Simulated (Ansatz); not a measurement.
Results of LDA (PAW; Ansatz, a first-principles code) for NaH (model structure, started from the CsCl type, Pm-3m, No. 221, 2 atoms in the cell).

Settings: plane-wave cutoff 520 eV, 12×12×12 k mesh, Fermi–Dirac smearing 0.01 eV, scalar-relativistic PAW data made under PBE.

The cell is the one relaxed with PBEsol. Conventional cell: a = 2.9375 Å, b = 2.9375 Å, c = 2.9375 Å, α = 90.00°, β = 90.00°, γ = 90.00°.

```
NaH
1.0
    2.93746     0.00000     0.00000
    0.00000     2.93746     0.00000
    0.00000     0.00000     2.93746
Na H
1 1
Direct
  0.00000   0.00000   0.00000
  0.50000   0.50000   0.50000
```

**Question.** List the 5 lowest band energies at Γ above −25 eV (eV, relative to the valence band maximum), grouping those that round alike.

**Answer.** At Γ: -24.73 (×3), -6.26, 8.64.

Note: the relaxation could raise the start's symmetry but not lower it, so the cell can be a saddle point; cell and atoms aren't relaxed at this level (pressure -1.7 GPa).

A model structure was made by putting elements into a prototype or built by hand; it is no filed structure, need not be a known phase, and can be a saddle point held by its symmetry.
